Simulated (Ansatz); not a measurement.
An Ansatz (a first-principles code) input (PBE, PAW, 420 eV (Ansatz; scalar-relativistic without spin-orbit coupling)):

Ansatz 0.2 input:
```yaml
crystal:
  lattice:
    - [-2.7911960916, 2.7911960916, 5.503705526]
    - [2.7911960916, -2.7911960916, 5.503705526]
    - [2.7911960916, 2.7911960916, -5.503705526]
  atoms:
    - { symbol: Zn, position: [0, 0, 0] }
    - { symbol: Zn, position: [0.75, 0.25, 0.5] }
    - { symbol: Ge, position: [0.5, 0.5, 0] }
    - { symbol: Ge, position: [0.25, 0.75, 0.5] }
    - { symbol: P, position: [0.875, 0.871620138, 0.496620138] }
    - { symbol: P, position: [0.128379862, 0.625, 0.003379862] }
    - { symbol: P, position: [0.375, 0.378379862, 0.503379862] }
    - { symbol: P, position: [0.621620138, 0.125, 0.996620138] }
basis: { ecutwfc: 420, ecutrho_ratio: 4, xc_grid: 2, fft_grid_basis: typed }
kpoints: { mp_grid: { grid: [9, 9, 9] } }
hamiltonian:
  xc: pbe
  dispersion: none
  pseudopotentials: { kind: paw }
scf: { occupations: { method: fermi_dirac, width: 0.05 }, convergence: { dr2_threshold: 0.0000000008 } }
relax: { f_tol: 0.005, max_steps: 50 }
output: { forces: true, stress: true }
checkpoint: { write: state.ck, write_every: 1000 }
```

Task: Which symmetry and how many k-points will the program report, and about how many plane waves at Γ?

Result: Space group I-42d (ITA 122) with 8 operations, k-points 75 of 729, and 3363 plane waves at Γ.

Task: And the final pressure?

Result: -2.99 GPa (compression positive).

The cells carry an imposed strain or load. Stability against distortions was not tested. The cell was made from ZnGeP2 in the chalcopyrite structure (space group I-42d, No. 122) by this change: isotropic strain +1.50 %.
